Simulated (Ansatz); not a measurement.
```
SnTe
1.0
    0.00000     3.23961     3.23961
    3.23961     0.00000     3.23961
    3.23961     3.23961     0.00000
Te Sn
1 1
Direct
  0.00000   0.00000   0.00000
  0.50000   0.50000   0.50000
```

No spin polarisation.

Calculations: r2SCAN, PAW, 500 eV (Ansatz, a quantum-chemistry and plane-wave program; spin-orbit coupling left out). k-mesh 13×13×13 (Γ-centred); smearing 0.05 eV (Fermi–Dirac).

Task: Predict the hole mass and band gap.

Result: 
- Hole mass = 0.13 mₑ along k, 0.031 mₑ across (at L)
- Band gap = 0.28 eV

Spin-orbit coupling, missing from the scalar runs, can matter with Te. The cells carry an imposed strain or load. Effective masses come from finite differences of ±0.01 Å⁻¹. Along k means along the line from Γ to the band edge. No phonon test of stability was made. The cell was made from SnTe in the rock salt structure (space group Fm-3m, No. 225) by this change: isotropic strain +1.72 %. A zero or small gap of SnTe can be the functional's error rather than a property of the material.
